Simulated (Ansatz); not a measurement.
Worked example: self-consistent single point of CsPO3 (P2_1/c, 20 atoms in the cell) in Ansatz (a quantum-chemistry and plane-wave program).

Level of theory: PBEsol, default PAW files made with PBE (plane waves; Ansatz).

```
CsPO3
1.0
    6.81261     0.00000     0.00000
    0.00000     4.30527     0.00000
   -5.52646     0.00000    12.65010
Cs P O
4 4 12
Direct
  0.68453   0.63159   0.40958
  0.31547   0.36841   0.59042
  0.31547   0.13159   0.09042
  0.68453   0.86841   0.90958
  0.13194   0.99234   0.31758
  0.86806   0.00766   0.68242
  0.86806   0.49234   0.18242
  0.13194   0.50766   0.81758
  0.66778   0.63564   0.17996
  0.33222   0.36436   0.82004
  0.33222   0.13564   0.32004
  0.66778   0.86436   0.67996
  0.06053   0.74270   0.22218
  0.93947   0.25730   0.77782
  0.93947   0.24270   0.27782
  0.06053   0.75730   0.72218
  0.12727   0.84866   0.41434
  0.87273   0.15134   0.58566
  0.87273   0.34866   0.08566
  0.12727   0.65134   0.91434
```

Reference input (self-consistent single point, DFT, PBEsol, plane waves, default PAW files made with PBE): basis.ecutwfc = 420 eV; kpoints.mp_grid.grid = 3 4 2; hamiltonian.xc = pbesol; hamiltonian.pseudopotentials = {kind: paw} (the program's default PAW files); scf.occupations.method = fixed. This run's input differs from it in these lines:

Ansatz 0.2 input:
```diff
@@ -29,2 +29,3 @@
   ecutwfc: 420.0
+  ecutrho_ratio: 2
 kpoints:
```

Output (repeated stretches shortened):

```
SCF iter   1: F=—  HF=-32049.493193 eV  |F-HF|=—  |Δ(HF+E_count)|=         —  Δρ=8.97e-3  dr2=2.25e-1  ethr=1.77e-3  ⟨swp⟩=6.6  Hψ=4148  notcnv=0  defer=205
all-band conjugate gradients solve this SCF's bands
preconditioner: auto → Resta (q_TF=auto, 2.285 Å⁻¹)
SCF iter   2: F=—  HF=-32049.433214 eV  |F-HF|=—  |Δ(HF+E_count)|=   6.00e-2  Δρ=1.88e-3  dr2=7.48e-3  ethr=1.76e-4  ⟨swp⟩=3.0  Hψ=1924  notcnv=0  defer=216
   [... lines left out ...]
SCF iter   4: F=—  HF=-32049.433615 eV  |F-HF|=—  |Δ(HF+E_count)|=   6.77e-4  Δρ=3.81e-4  dr2=3.93e-4  ethr=1.12e-6  ⟨swp⟩=3.0  Hψ=1690  notcnv=0  defer=216
SCF iter   5: F=—  HF=-32049.433715 eV  |F-HF|=—  |Δ(HF+E_count)|=   9.94e-5  Δρ=7.84e-5  dr2=1.74e-5  ethr=3.07e-7  ⟨swp⟩=2.0  Hψ=1467  notcnv=0  defer=215
SCF iter   6: F=—  HF=-32049.433372 eV  |F-HF|=—  |Δ(HF+E_count)|=   3.43e-4  Δρ=2.32e-5  dr2=1.53e-6  ethr=1.36e-8  ⟨swp⟩=2.0  Hψ=1752  notcnv=0  defer=210
SCF iter   7: F=-32049.433373 eV  HF=-32049.433373 eV  |F-HF|=4.00e-8  |Δ(HF+E_count)|=   1.30e-6  Δρ=5.69e-6  dr2=9.51e-8  ethr=7.81e-11  ⟨swp⟩=22.2  Hψ=9055  notcnv=0
SCF 1 converged in 7 iterations: F = -32049.433373 eV  dr2 = 9.51e-8
Free energy (F): -32049.433373 eV
Internal energy: -32049.433373 eV  (E = F + TS)
E sigma→0 (E₀):  -32049.433373 eV
Fermi energy:    3.128285 eV
--- Forces (eV/Å), atoms counted from 1 ---
  atom   1  Cs     0.01040595     0.01679737    -0.01841616
  atom   2  Cs    -0.01040595    -0.01679737     0.01841616
  atom   3  Cs    -0.01040595     0.01679737     0.01841616
  atom   4  Cs     0.01040595    -0.01679737    -0.01841616
  atom   5  P     -0.11426780    -0.00374520    -0.20544486
  atom   6  P      0.11426780     0.00374520     0.20544486
  atom   7  P      0.11426780    -0.00374520     0.20544486
  atom   8  P     -0.11426780     0.00374520    -0.20544486
  atom   9  O     -0.70790894     0.26185193    -0.00236927
   [... lines left out ...]
       -0.426167      -0.000000       2.053661
  P = ⅓ Tr σ = 2.1677 GPa (21.677 kbar)
  The stress holds the Pulay correction, which leaves out the density cutoff's part. Without it, at fixed plane waves, as pw.x and ABINIT print it …
settings of this run that can trade accuracy for cost: basis.ecutrho_ratio < 4. Do not mix this run's numbers with those of runs without the same settings …
```

The run converged in 7 iterations. Against the reference run the free energy goes down by 4.4 meV/atom, the pressure goes from 1.71 to 2.17 GPa, the largest force moves little (0.758 to 0.765 eV/Å) and the gap on the mesh moves little (5.348 to 5.357 eV). The full log also holds: “WARN basis.ecutrho_ratio = 2 (ecutrho = 840 eV) is below the records' recommended cutoff”.

The starting cell comes from a database of computed structures (which also holds hypothetical and non-ambient phases and stackings), without a prior relaxation at this level. Ansatz's pressure includes its estimate of the finite-basis (Pulay) stress. The cutoff lies below the one recommended for these files.
